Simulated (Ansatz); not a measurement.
Here is the system:

End structure of the (0001) surface of hcp Mg, clean 1x1 (bottom of the slab: a bare face, its two planes held):

```xyz
6
Lattice="3.1990 0.0000 0.0000 -1.5995 2.7704 0.0000 0.0000 0.0000 29.0000" Properties=species:S:1:pos:R:3 pbc="T T T"
Mg     1.5995     0.9235     8.0261
Mg     0.0000     1.8470    10.6157
Mg     1.5995     0.9235    13.2372
Mg     0.0000     1.8470    15.8401
Mg     1.5995     0.9235    18.4602
Mg     0.0000     1.8470    21.0960
```

Model: 6-atom slab, 12.9 Å thick at the start, 13x13x1 mesh, Fermi-Dirac 0.1 eV, dipole correction, single point; on the structure that PBE left under its start's symmetry; no spin, no spin-orbit, no U.

What is the computed work function of the top face (r2SCAN, at the PBE geometry run with Ansatz, a quantum-chemistry and plane-wave program)?

3.78 eV
